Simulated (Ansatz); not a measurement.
A computed series for MoS2: pressure series

Consider MoS2 (space group P6_3/mmc, No. 194; a = 3.1090 Å, c = 11.7090 Å; layered, stacked along the Cartesian z axis).

Cell and atoms are relaxed at each pressure.

Method: PBEsol-D3(BJ) (Ansatz, a quantum-chemistry and plane-wave program; PAW; 420 eV plane waves; no spin-orbit coupling).

Base values:

```
Property    Value
--------  -------
Band gap  0.52 eV
```

### Question
The aim is a band gap between 0.14 eV and 0.19 eV. Which of these changes reaches it?
(A) pressure 0.3 GPa
(B) pressure 0.7 GPa
(C) pressure 7.5 GPa
(D) pressure 3 GPa
(E) pressure 1.5 GPa

### Answer
C, pressure 7.5 GPa. It gives 0.16 eV; pressure 3 GPa gives 0.35 eV; pressure 0.3 GPa gives 0.50 eV; pressure 0.7 GPa gives 0.48 eV; pressure 1.5 GPa gives 0.43 eV. Changes not listed may reach it too

Load acts through the strain it causes; cell and atoms are relaxed under it. No phonon test of stability was made. No other phases were tried under pressure. A zero or small gap of MoS2 under pressure 7.5 GPa can be the functional's error rather than a property of the material.
